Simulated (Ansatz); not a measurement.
**Response to strain in SrTiO3**

The reference is SrTiO3 in the cubic perovskite structure (space group Pm-3m, No. 221; a = 3.8911 Å). Axes: x, y, z lie along the cube axes.

Strains are applied to the cell and any free atomic positions relax; under biaxial strain the out-of-plane vector relaxes too.

Computed with DFT with PBEsol, PAW potentials and a 420 eV plane-wave cutoff in Ansatz (a first-principles code), no spin-orbit coupling.

Notes on the quantities. energy relative to the base: free energy F.

```csv
change,ratio −ε⊥/ε∥,band gap,energy relative to the base
base,–,1.85 eV,0 meV/atom
"biaxial strain −3.00 %, plane normal [001], relaxed out of plane",0.65,1.81 eV,+29 meV/atom
"biaxial strain −2.40 %, plane normal [001], relaxed out of plane",0.64,1.82 eV,+18 meV/atom
"biaxial strain −1.80 %, plane normal [001], relaxed out of plane",0.63,1.83 eV,+9.9 meV/atom
"biaxial strain −1.20 %, plane normal [001], relaxed out of plane",___,___,___
"biaxial strain −0.60 %, plane normal [001], relaxed out of plane",–,1.85 eV,+1.0 meV/atom
```

### Question
Complete the table.

### Answer

- biaxial strain −1.20 %, plane normal [001], relaxed out of plane, ratio −ε⊥/ε∥: 0.61
- biaxial strain −1.20 %, plane normal [001], relaxed out of plane, band gap: 1.84 eV
- biaxial strain −1.20 %, plane normal [001], relaxed out of plane, energy relative to the base: +4.3 meV/atom

No phonon test of stability was made. The final runs are not spin-polarised. Many cubic perovskites are stable only at high temperature; tilts and polar distortions were not tested.
